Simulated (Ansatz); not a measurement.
CeCl₃ (P6₃/m, No. 176; cell taken from a computed entry), treated with LDA (plane waves, PAW; Ansatz, a first-principles code).

Settings: plane-wave cutoff 500 eV, 6×6×10 k mesh (along the axes of the cell as run), Fermi–Dirac smearing 0.05 eV, spin-polarised start, scalar-relativistic PAW data made under PBE.

Computed at the level's own relaxed cell.

### Question
Predict the volume per atom, equilibrium lattice constant a and lattice parameter c.

### Answer

volume per atom: 23.98 Å³/atom
equilibrium lattice constant a: 7.275 Å
lattice parameter c: 4.185 Å

Note: the magnetic order was assumed, not searched for or taken from measurement; the relaxation could not lower the start's symmetry, so the cell can be a saddle point above a distorted one; the 4f shell is treated without U or exact exchange, so its levels and filling can be wrong.

Spin–orbit coupling is not included.

The computed numbers hold no vibrational or temperature effects.

Computing time: very roughly 8 core-minutes.
